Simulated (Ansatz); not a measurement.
Base system: Pd in the fcc (Cu type) structure (space group Fm-3m, No. 225; a = 3.8777 Å; relaxed with 0.1 eV smearing). Axes: x, y, z lie along the cube axes.

Level of theory: DFT with PBEsol, PAW potentials and a 420 eV plane-wave cutoff in Ansatz (an electronic-structure program), spin-orbit coupling left out.

Base values:

* **Shortest interatomic distance**: 2.742 Å
* **Band gap**: zero

One thing is altered: uniaxial stress, 8 GPa tension along x; all other stress components relax to zero.

Q: What does the calculation give for the energy relative to the base after the change?

A: The energy grows by 25 meV/atom.

Q: Estimate the effect on the shortest interatomic distance.

A: The shortest interatomic distance drops by 0.072 Å (2.742 Å → 2.670 Å).

Q: Estimate the effect on the band gap.

A: The band gap is still zero.

Load acts through the strain it causes; cell and atoms are relaxed under it. Stability under load was not tested beyond the relaxation. The final runs are not spin-polarised.
